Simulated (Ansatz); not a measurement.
## Response to strain in Ni2Si

The parent structure is Ni2Si (space group Pnma, No. 62; a = 5.020 Å, b = 3.731 Å, c = 7.077 Å; non-magnetic). Axes: x, y, z lie along a, b, c of the conventional cell.

Strains are applied to the cell and any free atomic positions relax; under biaxial strain the out-of-plane vector relaxes too; under stress the whole cell relaxes.

Levels (all Ansatz, a first-principles code, PAW): PBE (420 eV, no SOC); PBEsol (420 eV, without spin-orbit coupling).

The base cell above is that of PBE; each level relaxes its own structures.

| case | shortest interatomic distance, PBE | shortest interatomic distance, PBEsol |
|---|---|---|
| biaxial strain −1.88 %, plane normal [001], relaxed out of plane | 4.354 bohr | 4.311 bohr |
| uniaxial strain ε_xx = +2.20 % | 4.360 bohr | 4.328 bohr |
| uniaxial stress, 2 GPa compression along z | 4.335 bohr | 4.307 bohr |

PBE lies above PBEsol in every row, by 0.028 bohr to 0.043 bohr. They put the cases in the same order.

Without a gap, meshes like the base's 8×10×6 leave anisotropic stresses uncertain by several tenths of a GPa, and small strain energies with them. Stability under load was not tested beyond the relaxation. Seeded moments were not kept for the base. All final runs are without spin polarisation.
